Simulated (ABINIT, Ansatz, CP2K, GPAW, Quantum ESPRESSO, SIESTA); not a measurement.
**Code comparison for Si₂Ni (Fm-3m, 3 atoms in the cell)**

Self-consistent single point.

```yaml
crystal:
  lattice:
    - [0.00000, 2.69315, 2.69315]
    - [2.69315, 0.00000, 2.69315]
    - [2.69315, 2.69315, 0.00000]
  atoms:
    - { symbol: Si, position: [0.25000, 0.25000, 0.25000] }
    - { symbol: Si, position: [0.75000, 0.75000, 0.75000] }
    - { symbol: Ni, position: [0.00000, 0.00000, 0.00000] }
```

All programs got the same cell, k-point mesh and kind of occupations (in Ansatz's words: kpoints.mp_grid.grid = 9 9 9; scf.occupations.method = gaussian; scf.occupations.width = 0.0073 Ry); potentials, basis and cutoffs are each program's usual ones.

| code | model | pressure (GPa) | k-points | cutoff |
|---|---|---|---|---|
| SIESTA | GGA PBE, numerical atomic orbitals DZP, PseudoDojo PBE standard norm-conserving potentials (rewritten from UPF to PSML) | 4.57 | 365 | grid 350 Ry |
| Quantum ESPRESSO | PBE, PSlibrary ultrasoft (PBE) pseudopotentials | 5.37 | 35 | 50 Ry |
| ABINIT | PBE, norm-conserving pseudopotentials (PseudoDojo nc-sr-05 PBE standard) | 5.69 | 35 | 49 Ha |
| CP2K | PBE, GPW, DZVP-MOLOPT-SR-GTH basis, GTH-PBE potentials (GTH_POTENTIALS) | 5.81 | 365 | grid 600 Ry |
| Ansatz | PBE, default PAW files | 5.58 | 35 | default |
| GPAW | PBE, GPAW PAW datasets PBE (gpaw-data 1.0.1) | 6.91 | 35 | 800 eV |

The spread over the programs that give each value: pressure within 2.34 GPa.

The starting cell comes from a database of computed structures (which also holds hypothetical and non-ambient phases and stackings), without a prior relaxation at this level. On Ansatz's run: Spin polarisation is off. In the base run, with a pressure of about 6 GPa the cell is away from its equilibrium volume at this level.

Task: Why do the programs differ, and what cannot be compared?

Result: Differences of this kind can come from the potentials, where these differ, and from what each basis and cutoff leave unconverged. The valence holds different numbers of electrons (SIESTA 26, Quantum ESPRESSO 18, ABINIT 26, CP2K 26, Ansatz (an electronic-structure program) 26, GPAW 24). The zero of total energies and Fermi levels follows the potentials and each program's conventions, so they are not compared here. SIESTA and CP2K use small atom-centred bases, whose incompleteness enters pressures, forces and empty levels differently from a plane-wave cutoff. Ansatz's pressure is given at a fixed set of plane waves, as the other plane-wave codes print theirs; with its correction for the finite basis it is 5.63 GPa. Ansatz's smearing width was typed in Ry to four decimals, so it matches the others to a few per cent. The programs reduce the same mesh by symmetry to different extents, which changes the work and not the result. In the pressure, SIESTA (by 1.06) and GPAW (by 1.28) lie more than 1 GPa from the median of the plane-wave programs.

Left out of this page: Elk and FLEUR (not drawn, or without a comparable value).

Keys are those of Ansatz 0.2.
